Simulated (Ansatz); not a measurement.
## 1T (CdI2-type) MnI2

These are HSE06 (plane waves, PAW; Ansatz, a first-principles code) values and carry that method's errors.

Numerical settings: plane-wave cutoff 460 eV, 6×6×4 k mesh (along the axes of the cell as run), Fermi–Dirac smearing 0.01 eV, spin-polarised with parallel moments, scalar-relativistic PAW data made under PBE.

Cell: relaxed at this level.

```json
{
  "band_gap": "3.32 eV (on the SCF k mesh)",
  "smallest_direct_gap_on_the_k_points_sampled": "3.53 eV",
  "Γ–Γ gap": "3.95 eV",
  "equilibrium_lattice_constant_a": "4.172 Å",
  "lattice_parameter_c": "7.659 Å"
}
```

Note: the magnetic order was assumed, not searched for or taken from measurement; the cell comes from a level without a dispersion term, which matters for the spacing of layers, chains or molecules; the volume lies 13 % above that of the published cell; the cell has widely spaced layers and the level no dispersion term, so their spacing and the moduli can rest on weak binding.

Spin–orbit coupling is not included; with these elements it can move the gap by several tenths of an eV or more.

Computed values are for the static lattice.
